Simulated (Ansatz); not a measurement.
# Effect of biaxial strain +1.50 %, plane normal [111], relaxed out of plane on CsPbBr3

Base system: CsPbBr3 in the cubic perovskite structure (space group Pm-3m, No. 221; a = 5.770 Å). Axes: x, y, z lie along the cube axes.

Now apply this change: biaxial strain +1.50 %, plane normal [111], relaxed out of plane (Cartesian); in-plane vectors clamped, the third vector and the atoms free.

Calculations: LDA in Ansatz (plane waves to 420 eV, PAW, without spin-orbit coupling). Γ-centred 6×6×6 mesh, Fermi–Dirac width 0.05 eV.

The volume per atom goes up by 0.27 Å³ to 38.69 Å³ and the space group goes from Pm-3m (No. 221) to R-3m (No. 166). The shortest interatomic distance grows by 0.008 Å, from 2.885 Å to 2.893 Å and the energy rises by 1.0 meV/atom. The pressure (mean of the normal stresses, compression positive) goes from zero to -0.18 GPa and the band gap shrinks by 0.053 eV, from 1.17 eV to 1.11 eV. The gap character comes out as direct at T and the electron mass is 0.11 mₑ out of plane, 0.23 mₑ in plane (at R). The valley order (the lowest conduction-band minima on the path, energy above the VBM, named in the base's zone) changes from R along ⟨111⟩ 1.17 eV; Γ 2.42 eV to R along [111] 1.11 eV; M along [110] 1.79 eV; Γ 2.47 eV and the out-of-plane strain amounts to -2.26 %. The ratio −ε⊥/ε∥ amounts to 1.51 and the mean in-plane stress (compression positive) is -0.3 GPa.

Cost of the whole job for the changed cell (relaxation, final SCF and bands): very roughly 60 core-seconds.

Spin-orbit coupling, missing from the scalar runs, can matter with Pb. Masses are band curvatures over ±0.01 Å⁻¹ around the edge. No phonon test of stability was made. Many cubic perovskites are stable only at high temperature; tilts and polar distortions were not tested. This is not the structure that CsPbBr3 has at room temperature and ambient pressure. k-point labels follow each cell's own Brillouin zone.

Ansatz is a quantum-chemistry and plane-wave program.
